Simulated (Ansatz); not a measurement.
Reference: InP (F-43m), r2SCAN with spin-orbit coupling, rigid bands (plane waves, PAW; Ansatz, an electronic-structure program); axes and stresses refer to this cell.

```
CELL_PARAMETERS angstrom
      0.00000     2.93899     2.93899
      2.93899     0.00000     2.93899
      2.93899     2.93899     0.00000
ATOMIC_POSITIONS crystal
  In 0.00000 0.00000 0.00000
  P  0.25000 0.25000 0.25000
```

- Seebeck coefficient, n-type 1e19 cm⁻³: -59 μV/K
- Seebeck coefficient, p-type 1e19 cm⁻³: 320 μV/K
- hole conductivity mass: 0.56 mₑ

Task: Change: biaxial stress in (111) of 1 GPa (compression positive). What happens to Seebeck coefficient, n-type 1e19 cm⁻³, Seebeck coefficient, p-type 1e19 cm⁻³, hole conductivity mass?

Result: Seebeck coefficient, n-type 1e19 cm⁻³ moves little, to -61 μV/K; Seebeck coefficient, p-type 1e19 cm⁻³ decreases to 301 μV/K; hole conductivity mass falls to 0.51 mₑ.

Task: Change: hydrostatic pressure of -1 GPa (compression positive). What happens to Seebeck coefficient, n-type 1e19 cm⁻³, Seebeck coefficient, p-type 1e19 cm⁻³, hole conductivity mass?

Result: Seebeck coefficient, n-type 1e19 cm⁻³ decreases in size to -56 μV/K; Seebeck coefficient, p-type 1e19 cm⁻³ moves little, to 322 μV/K; hole conductivity mass moves little, to 0.57 mₑ.

Masses are for dilute carriers at 300 K, harmonic means over directions unless an axis is named. Seebeck coefficients are for the stated density at 300 K, with one relaxation time for all states and whether or not that doping can be reached. Stresses and pressures are the targets of the relaxation.  The structure type is held under load, also where the real crystal would transform.
